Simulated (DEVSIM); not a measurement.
Device: abrupt Si p-n junction, at 350 K.

```tsv
layer (left to right)	material	thickness (μm)	Nd (cm⁻³)	Na (cm⁻³)	τn (s)	τp (s)
1	Si	10.0	-	6.2e18	4.3e-7	4.3e-7
2	Si	14.0	5.4e16	-	4.3e-7	4.3e-7
```

Left contact: ohmic. Right contact: ohmic. Voltage is applied to the left contact. Recombination: SRH at mid-gap, Auger. Mobility is constant in doping.

Constants are typed, rounded textbook-type inputs, not results; the design itself was drawn at random and stands for no fabricated device. Values at 300 K; Nc and Nv go as T^1.5, mobilities as T to minus their exponent, the gap by Varshni's rule with the affinity fixed.

```tsv
parameter	Si
gap (eV)	1.124
affinity (eV)	4.05
permittivity	11.7
Nc (cm⁻³)	2.86e19
Nv (cm⁻³)	3.1e19
μn (cm²/Vs)	1417
μp (cm²/Vs)	470
T exponent of μn	2.3
T exponent of μp	2.2
Cn (cm⁶/s)	2.8e-31
Cp (cm⁶/s)	9.9e-32
Varshni α (eV/K)	0.000473
Varshni β (K)	636
```

DEVSIM, 1D drift-diffusion, Boltzmann statistics, complete ionisation; no tunnelling, impact ionisation, image-force lowering or self-heating.

The thickness of layer 2 was swept, all else fixed.

```json
[
 {"thickness of layer 2 (μm)": "2.8", "dark forward voltage at 100 A/cm² (V)": "(withheld)", "dark forward voltage at 1 A/cm² (V)": "(withheld)"},
 {"thickness of layer 2 (μm)": "4.9", "dark forward voltage at 100 A/cm² (V)": "0.705", "dark forward voltage at 1 A/cm² (V)": "0.558"},
 {"thickness of layer 2 (μm)": "8.4", "dark forward voltage at 100 A/cm² (V)": "0.724", "dark forward voltage at 1 A/cm² (V)": "0.574"},
 {"thickness of layer 2 (μm)": "14", "dark forward voltage at 100 A/cm² (V)": "0.741", "dark forward voltage at 1 A/cm² (V)": "0.586"},
 {"thickness of layer 2 (μm)": "24", "dark forward voltage at 100 A/cm² (V)": "0.759", "dark forward voltage at 1 A/cm² (V)": "0.596"},
 {"thickness of layer 2 (μm)": "42", "dark forward voltage at 100 A/cm² (V)": "0.778", "dark forward voltage at 1 A/cm² (V)": "0.601"},
 {"thickness of layer 2 (μm)": "70", "dark forward voltage at 100 A/cm² (V)": "0.801", "dark forward voltage at 1 A/cm² (V)": "0.603"}
]
```

Question: Fill in the missing entries.

Answer: 
- 2.8, dark forward voltage at 100 A/cm² (V): 0.686
- 2.8, dark forward voltage at 1 A/cm² (V): 0.542
